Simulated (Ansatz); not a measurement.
## WTe$_{2}$ (space group Fm-3m, No. 225; a hypothetical phase, not in the database extracts checked)

```yaml
crystal:
  lattice:
    - [0.00000, 3.28450, 3.28450]
    - [3.28450, 0.00000, 3.28450]
    - [3.28450, 3.28450, 0.00000]
  atoms:
    - { symbol: W, position: [0.00000, 0.00000, 0.00000] }
    - { symbol: Te, position: [0.25000, 0.25000, 0.25000] }
    - { symbol: Te, position: [0.75000, 0.75000, 0.75000] }
```

Level of theory: PBEsol in Ansatz (plane waves to 420 eV, PAW, no SOC). k-mesh 12×12×12 (Γ-centred); smearing 0.05 eV (Fermi–Dirac).

| Property | Result |
|---|---|
| Volume per atom | 23.62 Å³ |
| Density | 10.29 g/cm³ |
| Band gap | zero |
| Total energy | -8019.382 eV/atom (σ→0; compares only within this code and set-up) |

No phonon test of stability was made. All final runs are without spin polarisation. WTe2 has a high density of states at the Fermi level and may be magnetic at this level.

Ansatz is an electronic-structure program.
